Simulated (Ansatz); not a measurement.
Input:

```xyz
2
Lattice="0.0000 3.0107 2.8582 3.0107 0.0000 2.8582 3.0107 3.0107 0.0000" Properties=species:S:1:pos:R:3 pbc="T T T"
In     0.0000     0.0000     0.0000
P      1.5053     1.5053     1.4291
```

Computed with PBEsol with spin-orbit coupling, rigid bands (plane waves, PAW; Ansatz, a quantum-chemistry and plane-wave program). Condition of this run: biaxial stress xx = yy = -2 GPa (compression positive) (the target of the relaxation). Cell: cell and atoms relaxed with PBEsol, then loaded as said.

Q: What conductivity effective mass do dilute holes have at 300 K?

A: 0.45 (x), 0.45 (y), 0.132 (z) mₑ.

Q: And the band gap?

A: 0.30 eV at this level; semilocal functionals usually fall short of the measured gap.

Rigid bands, one relaxation time for all states, no polarons.
